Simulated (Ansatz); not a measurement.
Start from Sr in the fcc (Cu type) structure (space group Fm-3m, No. 225; a = 5.9225 Å).

Now apply this change: hydrostatic tension (pressure −1 GPa).

Levels (all Ansatz, an electronic-structure program, PAW): PBEsol (420 eV, scalar-relativistic without spin-orbit coupling); r2SCAN (500 eV, no spin-orbit coupling).

The geometry is relaxed with PBEsol.

| Item | Result |
|---|---|
| PBEsol pressure | -1.0 GPa |

Question: Predict the pressure from r2SCAN.

Answer: The pressure rises by 0.9 GPa to -0.1 GPa.

Single points use the geometry relaxed with PBEsol. Their cutoffs differ, which shifts pressures a little. Load acts through the strain it causes; cell and atoms are relaxed under it. Whether these cells are dynamically stable was not tested.
